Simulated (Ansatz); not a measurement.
Consider the following.

```yaml
crystal:
  lattice:
    - [4.38276, 0.00000, 0.00000]
    - [-2.19138, 3.79559, 0.00000]
    - [0.00000, 0.00000, 7.15501]
  atoms:
    - { symbol: Cd, position: [0.66667, 0.33333, 0.50007] }
    - { symbol: Cd, position: [0.33333, 0.66667, 0.00007] }
    - { symbol: Se, position: [0.66667, 0.33333, 0.87579] }
    - { symbol: Se, position: [0.33333, 0.66667, 0.37579] }
```

These are PBE with spin-orbit coupling, rigid bands (plane waves, PAW; Ansatz, a first-principles code) values and carry that method's errors. Condition of this run: functional PBE, cell relaxed with it. Geometry: cell and atoms relaxed with PBE.

Problem. What conductivity effective mass do dilute holes have at 300 K?

Solution. 0.98 (x), 0.98 (y), 1.21 (z) mₑ.

Problem. Predict the electron conductivity mass (n e² τ/σ) at 300 K, by direction if it differs.

Solution. 0.068 (x), 0.068 (y), 0.064 (z) mₑ.

Problem. And the band gap?

Solution. 0.43 eV at this level; semilocal functionals usually fall short of the measured gap.

Rigid bands, one relaxation time for all states, no polarons.
